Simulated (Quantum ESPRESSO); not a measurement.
Refining one setting for Ga2O3 (R-3c, 10 atoms in the cell)

```xyz
10
Lattice="2.5187 -1.4542 4.5194 0.0000 2.9083 4.5194 -2.5187 -1.4542 4.5194" Properties=species:S:1:pos:R:3 pbc="T T T"
Ga     0.0000     0.0000    11.6003
Ga     0.0000     0.0000     1.9579
Ga     0.0000     0.0000     8.7371
Ga     0.0000     0.0000     4.8212
O      1.7551     0.1316     5.6493
O     -1.7551    -0.1316     7.9090
O     -0.9916     1.4542     5.6493
O      0.9916    -1.4542     7.9090
O     -0.7636    -1.5858     5.6493
O      0.7636     1.5858     7.9090
```

Method: PBE, PseudoDojo standard norm-conserving (PBE) pseudopotentials (plane waves; Quantum ESPRESSO).

The starting cell comes from a database of computed structures (which also holds hypothetical and non-ambient phases and stackings), without a prior relaxation at this level. Its lattice was rescaled by a random factor within 2.5 % of one.

Held fixed: ecutwfc = 85 Ry; occupations = fixed; potentials = {Ga: Ga.upf, O: O.upf}; K_POINTS = automatic 4 4 4 0 0 0; nbnd = 48; conv_thr = 1e-10 Ry.

ΔF is the free energy per atom less that of the last row (1360 Ry).

The series runs over ecutrho = 170 Ry; 255 Ry; 340 Ry; 425 Ry; 510 Ry; 680 Ry; 850 Ry; 1020 Ry; 1360 Ry.

Q: From which setting on does the gap on the mesh stay within 0.01 eV of the last one?

A: From ecutrho = 255 Ry on; the one before it is off by 0.014 eV. The value it settles on is 2.603 eV at this level of theory and with the other settings as held.

Q: From which setting on does the pressure stay within 0.1 GPa of the last one?

A: From ecutrho = 255 Ry on; the one before it is off by 6.3 GPa. The value it settles on is 2.29 GPa at this level of theory and with the other settings as held.

```tsv
ecutrho	ΔF (meV/atom)	pressure (GPa)	largest force (eV/Å)	gap on the mesh (eV)
170 Ry	-52.1	8.60	0.062	2.617
255 Ry	-0.28	2.35	0.047	2.603
340 Ry	0.00	2.29	0.047	2.603
425 Ry	0.00	2.29	0.047	2.603
510 Ry	0.00	2.29	0.047	2.603
680 Ry	0.00	2.29	0.047	2.603
850 Ry	0.00	2.29	0.047	2.603
1020 Ry	0.00	2.29	0.047	2.603
1360 Ry	0.00	2.29	0.047	2.603
```

Gaps are taken between levels on the mesh.
